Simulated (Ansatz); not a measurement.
Consider HgI₂ in the 2H-MoS2 type structure (space group P6_3/mmc, No. 194; a = 4.071 Å, c = 13.561 Å; a hypothetical phase, not in the database extracts checked; layered, stacked along the Cartesian z axis). Axes: x lies along a and z along c of the hexagonal cell.

Now apply this change: the cell is stretched by 0.65 % along z with no lateral relaxation, atoms relaxed at fixed cell.

Levels (all Ansatz, a first-principles code, PAW): PBEsol-D3(BJ) (420 eV, spin-orbit coupling left out); r2SCAN (500 eV, without spin-orbit coupling).

The geometry is relaxed with PBEsol-D3(BJ).

| Property | Value |
|---|---|
| PBEsol-D3(BJ) smallest direct gap | 0.20 eV |
| PBEsol-D3(BJ) gap character | absent |
| PBEsol-D3(BJ) band gap | zero |

### Question
How does going to r2SCAN change the smallest direct gap, gap character and band gap?

### Answer
The smallest direct gap increases by 0.30 eV (0.20 eV → 0.50 eV); the gap character changes from absent to indirect, K–Γ (46 % along) → M; the band gap changes from zero to 0.32 eV.

Single points use the geometry relaxed with PBEsol-D3(BJ). Spin-orbit coupling, missing from the scalar runs, can matter with Hg and I. The cells carry an imposed strain or load. No phonon test of stability was made. All final runs are without spin polarisation. Gaps under 0.05 eV, about the width of the smearing, are given as zero. The zero or small gap of HgI2 can change with the level of theory.
